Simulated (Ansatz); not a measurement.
## Response to strain in La2O3

The reference is La2O3 (space group P-3m1, No. 164).

```yaml
crystal:
  lattice:
    - [3.90611, 0.00000, 0.00000]
    - [-1.95305, 3.38279, 0.00000]
    - [0.00000, 0.00000, 6.03995]
  atoms:
    - { symbol: La, position: [0.33333, 0.66667, 0.24536] }
    - { symbol: La, position: [0.66667, 0.33333, 0.75464] }
    - { symbol: O, position: [0.00000, 0.00000, 0.00000] }
    - { symbol: O, position: [0.33333, 0.66667, 0.64601] }
    - { symbol: O, position: [0.66667, 0.33333, 0.35399] }
```

Cartesian axes are those of the cell as printed.

Strains are applied to the cell and any free atomic positions relax; under biaxial strain the out-of-plane vector relaxes too.

Calculations: PBEsol (Ansatz, a quantum-chemistry and plane-wave program; PAW; 420 eV plane waves; scalar-relativistic without spin-orbit coupling).

Candidates:
(a) biaxial strain +1.95 %, plane normal [001], relaxed out of plane
(b) biaxial strain +0.13 %, plane normal [001], relaxed out of plane
(c) isotropic strain −3.31 %
(d) isotropic strain −4.04 %

Before the change:

```
Quantity    Value
--------  -------
Band gap  3.77 eV
```

Task: Order them by band gap, highest first.

Result: (b) biaxial strain +0.13 %, plane normal [001], relaxed out of plane (3.76 eV), (c) isotropic strain −3.31 % (3.73 eV), (d) isotropic strain −4.04 % (3.68 eV), (a) biaxial strain +1.95 %, plane normal [001], relaxed out of plane (3.58 eV)

Gaps are Kohn–Sham eigenvalue differences; semilocal functionals usually give less than the measured gap. Stability against distortions was not tested.
